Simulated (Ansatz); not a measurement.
For PtSb (model structure, started from the CoSn type, P6/mmm, No. 191, 6 atoms in the cell), PBE-D3(BJ) (Ansatz, a first-principles code, plane waves, PAW) gives:

| Property | Result |
|---|---|
| equilibrium lattice constant a | 5.831 Å |
| lattice parameter c | 4.390 Å |

Q: What does r²SCAN (Ansatz, plane waves, PAW) give for the same quantities?

A: 
- lattice constant a: 5.973 Å (goes up by 2.4 %)
- lattice parameter c: 4.242 Å (drops by 3.4 %)

Changes are worked out from the printed values.

Unless a cell is named, each level is at its own relaxed cell (PBE-D3(BJ) 21.54, r²SCAN 21.84 Å³/atom).

Levels without +SOC leave out spin–orbit coupling, which shifts energies and cells of such heavy elements.

The crystal itself was run without spin with PBE-D3(BJ), r²SCAN; a magnetic state was not tried in these runs.

Ansatz's density-functional and Hartree–Fock values are scalar-relativistic unless marked +SOC, with PAW data made under PBE.

A model structure was made by putting elements into a prototype or built by hand; it is no filed structure, need not be a known phase, and can be a saddle point held by its symmetry.
